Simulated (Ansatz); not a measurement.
## TlBiS₂ (space group R-3m, No. 166)

```yaml
crystal:
  lattice:
    - [2.04235, 1.17915, 7.23453]
    - [-2.04235, 1.17915, 7.23453]
    - [0.00000, -2.35830, 7.23453]
  atoms:
    - { symbol: Tl, position: [0.50000, 0.50000, 0.50000] }
    - { symbol: Bi, position: [0.00000, 0.00000, 0.00000] }
    - { symbol: S, position: [0.26127, 0.26127, 0.26127] }
    - { symbol: S, position: [0.73873, 0.73873, 0.73873] }
```

All numbers come from Ansatz (a program for electronic structure), PBEsol, PAW, cutoff 420 eV, spin-orbit coupling left out. Settings: 9×9×9 k-points, 0.05 eV Fermi–Dirac smearing.

| Property | Value |
|---|---|
| Volume per atom | 26.13 Å³ |
| Density | 7.59 g/cm³ |
| Band gap | 0.16 eV, direct at Γ |
| Electron mass | 0.072 mₑ along c, 0.14 mₑ across |
| Hole mass | 0.076 mₑ along c, 0.15 mₑ across |
| Total energy | -6327.292 eV/atom (σ→0; compares only within this code and set-up) |

With Bi and Tl present, leaving out spin-orbit coupling can change the band edges. Masses are band curvatures over ±0.01 Å⁻¹ around the edge. Stability against distortions was not tested. The zero or small gap of TlBiS2 can change with the level of theory.
